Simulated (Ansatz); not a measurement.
## AlN (P6_3mc): band-edge transport data

Consider the following.

```
AlN
1.0
    3.14625     0.00000     0.00000
   -1.57313     2.72474     0.00000
    0.00000     0.00000     4.95127
Al N
2 2
Direct
  0.33333   0.66667   0.99494
  0.66667   0.33333   0.49494
  0.33333   0.66667   0.38006
  0.66667   0.33333   0.88006
```

The numbers are results of PBE with spin-orbit coupling, rigid bands (plane waves, PAW; Ansatz, an electronic-structure program), not measurements. Condition of this run: biaxial stress in the c plane of -4.5 GPa (compression positive) (the target of the relaxation). Cell: cell and atoms relaxed with PBEsol, then loaded as said.

```
Item                                                                                                                                                            Result
---------------------------------------------------------------------------------------------------------------------------------------  -----------------------------
band gap                                                                                                                                                       3.96 eV
electron conductivity mass (300 K, dilute)                                                                                                                     0.30 mₑ
hole conductivity mass (300 K, dilute)                                                                                                   3.3 (x), 3.3 (y), 0.37 (z) mₑ
effective density of states N_c (300 K)                                                                                                                    4.1e18 cm⁻³
effective density of states N_v (300 K)                                                                                                                    5.1e19 cm⁻³
density-of-states mass, electrons                                                                                                                              0.30 mₑ
density-of-states mass, holes                                                                                                                                  1.59 mₑ
Seebeck coefficient, n-type 1e19 cm⁻³, 300 K                                                                                                                 -155 μV/K
Seebeck coefficient, p-type 1e19 cm⁻³, 300 K                                                                                                                  359 μV/K
best p-type power factor at 300 K for τ = 10 fs (best axis; densities from 1e16 to 1e21 cm⁻³ tried, whether or not they can be reached)   16.2 μW/(cm·K²) at 1e20 cm⁻³
```

Rigid bands; masses and Seebeck coefficients take one relaxation time τ for all states and one kind of carrier; polarons and phonon drag are left out. Geometry: cell and atoms relaxed with PBEsol.
